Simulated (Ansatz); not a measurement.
The parent structure is MgTe in the wurtzite structure (space group P6_3mc, No. 186).

```yaml
crystal:
  lattice:
    - [4.56143, 0.00000, 0.00000]
    - [-2.28071, 3.95031, 0.00000]
    - [0.00000, 0.00000, 7.41192]
  atoms:
    - { symbol: Mg, position: [0.33333, 0.66667, 0.99959] }
    - { symbol: Mg, position: [0.66667, 0.33333, 0.49959] }
    - { symbol: Te, position: [0.33333, 0.66667, 0.37641] }
    - { symbol: Te, position: [0.66667, 0.33333, 0.87641] }
```

Calculations: PBEsol (Ansatz, a program for electronic structure; PAW; 420 eV plane waves; scalar-relativistic without spin-orbit coupling).

One change was made to it. Results:

The band gap increases by 0.55 eV, from 2.39 eV to 2.94 eV; the volume per atom shrinks by 5.34 Å³ (33.39 Å³ → 28.05 Å³).

**Question.** Which change produced these results?
(A) pressure 9 GPa
(B) pressure −2 GPa
(C) pressure 30 GPa
(D) pressure −1 GPa
(E) pressure 2.1 GPa

**Answer.** A, pressure 9 GPa. For comparison, the band gap in the other runs: pressure −1 GPa gives 2.26 eV; pressure −2 GPa gives 2.12 eV; pressure 2.1 GPa gives 2.62 eV; pressure 30 GPa gives 0.64 eV.

From pressure 30 GPa on, the axis ratios lie over 15 % from the base's, so the cell there is far from its starting form. Spin-orbit coupling, missing from the scalar runs, can matter with Te. Load acts through the strain it causes; cell and atoms are relaxed under it. Whether these cells are dynamically stable was not tested. Tetrahedral semiconductors of this kind turn to denser phases somewhere between about 1 and 50 GPa; those were not computed, so compressed cells here can lie past the real transition. Along this pressure series the structure jumps between pressure 9 GPa and pressure 15 GPa; cells beyond that are another form of it.
